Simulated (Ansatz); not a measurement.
**ZrGe2 (model structure, started from the MoSi2 type, I4/mmm, No. 139, 3 atoms in the cell): lattice constant a by level of theory**

No measured value is used here.

```csv
level (code),value (Å)
PBE (Ansatz),[?]
PBEsol (Ansatz),3.412
PBE-D3(BJ) (Ansatz),3.411
```

Question: Fill in the missing entries.

Answer: 
- PBE (Ansatz, a quantum-chemistry and plane-wave program), value (Å): 3.460

Ansatz's density-functional and Hartree–Fock values are scalar-relativistic unless marked +SOC, with PAW data made under PBE.

A model structure was made by putting elements into a prototype or built by hand; it is no filed structure, need not be a known phase, and can be a saddle point held by its symmetry.
